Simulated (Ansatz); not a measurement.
# C: response to strain

The parent structure is C in the diamond structure (space group Fd-3m, No. 227; a = 3.560 Å). Axes: x, y, z lie along the cube axes.

Strains are applied to the cell and any free atomic positions relax; under stress the whole cell relaxes.

Method: r2SCAN (Ansatz, a quantum-chemistry and plane-wave program; PAW; 500 eV plane waves; without spin-orbit coupling).

Notes on the quantities. energy relative to the base: free energy F.

```tsv
variant	energy relative to the base	gap character	space group
base	0 meV/atom	–	Fd-3m (No. 227)
uniaxial strain ε_xx = +1.50 %	+4.3 meV/atom	indirect, Γ → Γ–X (75 % along)	I4_1/amd (No. 141)
uniaxial strain ε_yy = −5.82 %	+70 meV/atom	indirect, Γ → k = (3/8, 0, 3/8) in the run's primitive reciprocal basis	I4_1/amd (No. 141)
uniaxial stress, 5 GPa compression along x	+0.4 meV/atom	indirect, Γ → Γ–M (71 % along)	I4_1/amd (No. 141)
tensor shear ε_xy = +0.96 %	+3.8 meV/atom	indirect, Γ → Γ–X (75 % along)	Imma (No. 74)
uniaxial stress, 8 GPa tension along z	+1.0 meV/atom	indirect, Γ → Γ–X (75 % along)	I4_1/amd (No. 141)
```

Stability under load was not tested beyond the relaxation. Labels are those of the standard path for the cell's own space group.
